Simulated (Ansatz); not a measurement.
## Hf, response to strain

Start from Hf in the hcp (Mg type) structure (space group P6_3/mmc, No. 194; a = 3.158 Å, c = 5.004 Å; relaxed with 0.1 eV smearing). Axes: x lies along a and z along c of the hexagonal cell.

Strains are applied to the cell and any free atomic positions relax; under biaxial strain the out-of-plane vector relaxes too.

The values are results of plane-wave PAW DFT at the PBEsol level (Ansatz, a quantum-chemistry and plane-wave program, 420 eV), spin-orbit coupling left out, not measurements.

```csv
"biaxial strain, plane normal [001], relaxed out of plane (%)",out-of-plane strain (%)
0,0.00
0.5,-0.35
1,-0.69
1.5,-1.03
2,?
2.5,-1.70
3,-2.03
```

Problem. Fit ε⊥ = −νε + γε² (strains in %) to the rows shown and predict the withheld row.

Solution. Least squares on the printed values gives ν = 0.70 (the biaxial Poisson response) and γ = 0.007 (largest residual 0.00 %); this predicts -1.37 %, and the run gives -1.36 %, in agreement.

No phonon test of stability was made. The final runs are not spin-polarised.
